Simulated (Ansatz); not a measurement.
Pressure series in hypothetical zinc blende LiF

Base system: LiF in the zinc blende structure (space group F-43m, No. 216; a = 4.2903 Å; a hypothetical phase, not in the database extracts checked).

Cell and atoms are relaxed at each pressure.

Computed with r2SCAN (Ansatz, an electronic-structure program; PAW; 500 eV plane waves; no spin-orbit coupling).

| pressure (GPa) | volume per atom (Å³/atom) |
|---|---|
| -2 | 10.246 |
| -1 | 10.051 |
| 0 | 9.871 |
| 7 | ? |
| 15 | 8.269 |
| 30 | 7.434 |
| 50 | 6.726 |
| 75 | 6.135 |
| 100 | 5.713 |

**Question.** Fit the third-order Birch–Murnaghan form P(V) = (3B₀/2)[(V₀/V)^(7/3) − (V₀/V)^(5/3)]·[1 + (3/4)(B₀′ − 4)((V₀/V)^(2/3) − 1)] (squares taken in P) to the rows shown and predict the withheld row.

**Answer.** Least squares on the printed values gives V₀ = 9.873 Å³/atom, B₀ = 59.0 GPa, B₀′ = 4.1; this predicts 8.958 Å³/atom, and the run gives 8.953 Å³/atom, 0.005 lower.

Load acts through the strain it causes; cell and atoms are relaxed under it. No phonon test of stability was made. No other phases were tried under pressure.
